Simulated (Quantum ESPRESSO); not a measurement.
Quantum ESPRESSO run on CaMoO₄ (I4_1/a, 12 atoms in the cell): self-consistent single point.

Level of theory: LDA (PZ), GBRV 1.5 ultrasoft (LDA) pseudopotentials (plane waves; Quantum ESPRESSO).

```xyz
12
Lattice="-2.6118 2.6118 5.7142 2.6118 -2.6118 5.7142 2.6118 2.6118 -5.7142" Properties=species:S:1:pos:R:3 pbc="T T T"
Ca     0.0000     2.6118     2.8571
Ca     0.0000     0.0000     0.0000
Mo     2.6118     0.0000     2.8571
Mo     0.0000     0.0000     5.7142
O      3.3852     1.2712     3.8217
O      1.3406     3.3852     0.9646
O      1.8384    -1.2712     3.8217
O      1.2712    -0.7734     6.6788
O      1.8384     1.3406    -0.9646
O      3.8830    -0.7734     1.8926
O      0.7734     1.2712     4.7497
O      1.3406     0.7734     1.8926
```

Reference input (self-consistent single point, DFT, LDA (PZ), plane waves, GBRV 1.5 ultrasoft (LDA) pseudopotentials): ecutwfc = 40 Ry; ecutrho = 320 Ry; occupations = smearing; smearing = marzari-vanderbilt; degauss = 0.0036749 Ry; potentials = {Ca: ca_lda_v1.uspp.F.UPF, Mo: mo_lda_v1.uspp.F.UPF, O: o_lda_v1.2.uspp.F.UPF}; K_POINTS = automatic 5 5 5 0 0 0; conv_thr = 1e-09 Ry; mixing_beta = 0.3. This run's input differs from it in these lines:

```diff
@@ -12,4 +12,4 @@
   ntyp = 3
-  ecutwfc = 40
-  ecutrho = 320
+  ecutwfc = 20
+  ecutrho = 160
   occupations = 'smearing'
```

Output, abridged:

```
     Self-consistent Calculation

     iteration #  1     ecut=    20.00 Ry     beta= 0.30

     negative rho (up, down):  4.890E-04 0.000E+00

     total energy              =    -685.76336003 Ry
     estimated scf accuracy    <       2.92734646 Ry

     iteration #  2     ecut=    20.00 Ry     beta= 0.30

     negative rho (up, down):  4.535E-04 0.000E+00

     total energy              =    -686.31973366 Ry
     estimated scf accuracy    <       0.53825473 Ry

     iteration #  3     ecut=    20.00 Ry     beta= 0.30

     negative rho (up, down):  5.763E-04 0.000E+00

     total energy              =    -686.35648610 Ry
     estimated scf accuracy    <       0.09786324 Ry

   [... 7 blocks of this kind left out ...]

     iteration # 11     ecut=    20.00 Ry     beta= 0.30

     negative rho (up, down):  6.247E-04 0.000E+00

     total energy              =    -686.35598138 Ry
     estimated scf accuracy    <          1.1E-09 Ry

     iteration # 12     ecut=    20.00 Ry     beta= 0.30

     negative rho (up, down):  6.247E-04 0.000E+00
     End of self-consistent calculation

     the Fermi energy is     9.6850 ev

!    total energy              =    -686.35598161 Ry
     estimated scf accuracy    <          9.2E-11 Ry
     smearing contrib. (-TS)   =      -0.00000000 Ry
     internal energy E=F+TS    =    -686.35598161 Ry

     convergence has been achieved in  12 iterations

     negative rho (up, down):  6.247E-04 0.000E+00

     Forces acting on atoms (cartesian axes, Ry/au):

     atom    1 type  1   force =    -0.00000000   -0.00000000    0.00000000
     atom    2 type  1   force =    -0.00000000   -0.00000000    0.00000000
     atom    3 type  2   force =    -0.00000000    0.00000000   -0.00000000
     atom    4 type  2   force =    -0.00000000    0.00000000   -0.00000000
     atom    5 type  3   force =     0.01255435    0.01448448    0.01746487
   [... lines left out ...]
     Total force =     0.073345     Total SCF correction =     0.000012
   [... lines left out ...]

     negative rho (up, down):  6.247E-04 0.000E+00
          total   stress  (Ry/bohr**3)                   (kbar)     P=     -966.10
  -0.00653964   0.00000000  -0.00000000         -962.01        0.00       -0.00
   0.00000000  -0.00653964   0.00000000            0.00     -962.01        0.00
  -0.00000000   0.00000000  -0.00662286           -0.00        0.00     -974.26

   JOB DONE.
```

The run converged in 12 iterations. Against the reference run the free energy goes up by 2.11 eV/atom, the pressure goes from -4.45 to -96.61 GPa, the largest force goes from 0.172 to 0.667 eV/Å and the gap on the mesh goes from 3.416 to 3.315 eV.

The starting cell comes from a database of published, mostly measured structures (it also holds non-ambient and calculated ones), without a prior relaxation at this level. At the lowered cutoff the pressure carries the error of an incomplete plane-wave basis.

Cost on one core of a shared machine: roughly 80 s.
